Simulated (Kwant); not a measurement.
Model system: GaN/Al0.2Ga0.8N stack with 1 barrier. One parabolic valley. Leads of mass 0.2 mₑ with the band edge at 0; grid 0.1 nm; bias 0 V, dropping linearly over the stack.

```csv
layer,thickness (nm),band offset (eV),mass (mₑ)
1,2.7,0.35,0.22
```

Constants are typed, rounded textbook-type inputs, not results; the design itself was drawn at random and stands for no fabricated device.

Kwant, one-band effective-mass tight-binding model in one dimension, coherent, no space charge.

Work out the transmission below the barrier top from T = 1/(1 + ((ζ + 1/ζ)/2)² sinh²(κa)), ζ = (k/m_lead)/(κ/m_barrier).

E = 0.05474 eV: k = 0.5360 nm⁻¹, κ = 1.306 nm⁻¹, ζ = 0.4516, T = 0.00195. The simulation gives 0.00197, the same within the digits that matter. E = 0.1475 eV: k = 0.8798 nm⁻¹, κ = 1.081 nm⁻¹, ζ = 0.8950, T = 0.0114. The simulation gives 0.0115, the same within the digits that matter. E = 0.227 eV: k = 1.091 nm⁻¹, κ = 0.8429 nm⁻¹, ζ = 1.424, T = 0.0367. The simulation gives 0.0367, the same within the digits that matter. What differs comes from the grid.
